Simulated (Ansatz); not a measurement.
HgTe: pressure series

Consider HgTe in the zinc blende structure (space group F-43m, No. 216; a = 6.651 Å).

Cell and atoms are relaxed at each pressure.

All numbers come from PBE/PAW in Ansatz (a quantum-chemistry and plane-wave program), no spin-orbit coupling, earlier PAW set.

```tsv
pressure (GPa)	volume per atom (Å³/atom)
-2	39.447
-1	37.973
0	36.771
0.9	35.889
2.1	34.857
9	31.031
15	?
22.5	27.186
30	25.830
```

**Question.** Fit the third-order Birch–Murnaghan form P(V) = (3B₀/2)[(V₀/V)^(7/3) − (V₀/V)^(5/3)]·[1 + (3/4)(B₀′ − 4)((V₀/V)^(2/3) − 1)] (squares taken in P) to the rows shown and predict the withheld row.

**Answer.** Least squares on the printed values gives V₀ = 36.782 Å³/atom, B₀ = 34.3 GPa, B₀′ = 5.1; this predicts 28.992 Å³/atom, and the run gives 28.996 Å³/atom, 0.004 higher.

Measured bulk modulus of HgTe: 42.3 GPa (temperature not stated; as listed in Cormac Toher et al., Physical Review Materials (2017)); the computed value is for a static lattice, so the two differ by thermal effects too.

Load acts through the strain it causes; cell and atoms are relaxed under it. Whether these cells are dynamically stable was not tested. Tetrahedral semiconductors of this kind turn to denser phases somewhere between about 1 and 50 GPa; those were not computed, so compressed cells here can lie past the real transition. All final runs are without spin polarisation.
